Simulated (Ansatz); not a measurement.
Ta under a change: biaxial strain −2.00 %, plane normal [001], relaxed out of plane

Start from Ta in the bcc (W type) structure (space group Im-3m, No. 229; a = 3.254 Å; relaxed with 0.1 eV smearing). Axes: x, y, z lie along the cube axes.

Now apply this change: compressive biaxial strain of 2.00 % in the plane normal to [001], as in epitaxy on a mismatched substrate; the out-of-plane cell vector and the atoms relax.

Method: Kohn–Sham DFT with the LDA functional, run in Ansatz (an electronic-structure program) with PAW and 420 eV plane waves, without spin-orbit coupling. Settings: 28×28×28 k-points, 0.1 eV Fermi–Dirac smearing.

- Volume per atom = 16.94 Å³ (base 17.23 Å³)
- Space group = I4/mmm (No. 139) (base Im-3m (No. 229))
- Shortest interatomic distance = 2.804 Å (base 2.818 Å)
- Energy relative to the base (free energy F) = +12 meV/atom
- Pressure (mean of the normal stresses, compression positive) = 3.9 GPa (base 0.0 GPa)
- Band gap = zero (base zero)
- Out-of-plane strain = +2.40 %
- Ratio −ε⊥/ε∥ = 1.20

Final structure (turned so that z lies along the plane normal):

```yaml
crystal:
  lattice:
    - [3.18898, 0.00000, 0.00000]
    - [0.00000, 3.18898, 0.00000]
    - [1.59449, -1.59449, 1.66611]
  atoms:
    - { symbol: Ta, position: [0.00000, 0.00000, 0.00000] }
```

Stability against distortions was not tested. All final runs are without spin polarisation.
